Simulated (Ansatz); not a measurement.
**GaAs: response to strain**

Base system: GaAs in the zinc blende structure (space group F-43m, No. 216).

```
GaAs
1.0
    0.00000     2.82948     2.82948
    2.82948     0.00000     2.82948
    2.82948     2.82948     0.00000
Ga As
1 1
Direct
  0.00000   0.00000   0.00000
  0.25000   0.25000   0.25000
```

Cartesian axes are those of the cell as printed.

Strains are applied to the cell and any free atomic positions relax; under biaxial strain the out-of-plane vector relaxes too.

Method: Ansatz (an electronic-structure program) PBEsol, no spin-orbit coupling.

Candidates:
(a) biaxial strain +1.50 %, plane normal [001], relaxed out of plane
(b) biaxial strain −0.50 %, plane normal [001], relaxed out of plane
(c) biaxial strain −3.00 %, plane normal [001], relaxed out of plane

Notes on the quantities. energy relative to the base: free energy F.

**Question.** Order them by energy relative to the base, lowest first.

**Answer.** (b) biaxial strain −0.50 %, plane normal [001], relaxed out of plane (+0.4 meV/atom), (a) biaxial strain +1.50 %, plane normal [001], relaxed out of plane (+3.5 meV/atom), (c) biaxial strain −3.00 %, plane normal [001], relaxed out of plane (+16 meV/atom)

Whether these cells are dynamically stable was not tested.
